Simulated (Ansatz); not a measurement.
Data:

End structure of a constructed model of the (0001) surface of hcp Ru, p(2x2), one Ru adatom (bottom of the slab: a bare face, its two planes held):

```xyz
25
Lattice="5.4428 0.0000 0.0000 -2.7214 4.7136 0.0000 0.0000 0.0000 29.5000" Properties=species:S:1:pos:R:3 pbc="T T T"
Ru     1.3607     0.7856     8.0825
Ru     0.0000     3.1424     8.0825
Ru     4.0821     0.7856     8.0825
Ru     2.7214     3.1424     8.0825
Ru     0.0000     1.5712    10.2290
Ru    -1.3607     3.9280    10.2290
Ru     2.7214     1.5712    10.2290
Ru     1.3607     3.9280    10.2290
Ru     1.3607     0.7856    12.3516
Ru    -0.0064     3.1387    12.3622
Ru     4.0821     0.7930    12.3622
Ru     2.7278     3.1387    12.3622
Ru    -0.0034     1.5731    14.5416
Ru    -1.3607     3.9241    14.5416
Ru     2.7248     1.5731    14.5416
Ru     1.3607     3.9280    14.4954
Ru     1.3607     0.7856    16.6916
Ru    -0.0004     3.1422    16.6671
Ru     4.0821     0.7861    16.6671
Ru     2.7218     3.1422    16.6671
Ru    -0.1007     1.6293    18.7999
Ru    -1.3607     3.8118    18.7999
Ru     2.8221     1.6293    18.7999
Ru     1.3607     3.9280    18.7576
Ru     1.3607     0.7856    20.4934
```

Slab: 25 atoms, 13.3 Å thick at the start with caps and adatoms (thin: gaps and levels are the slab's own); k 8x8x1, smearing 0.1 eV, dipole-corrected; 8 atoms held, the rest relaxed; symmetry of the start imposed; no spin, no spin-orbit, no U. In PBE it lies 0.08 eV a 1x1 cell over the lowest computed structure of the same composition (one added row of Ru in 4).

Q: Estimate the work function of the top face that PBE run with Ansatz (a first-principles code) returns for this input.

A: 3.73 eV
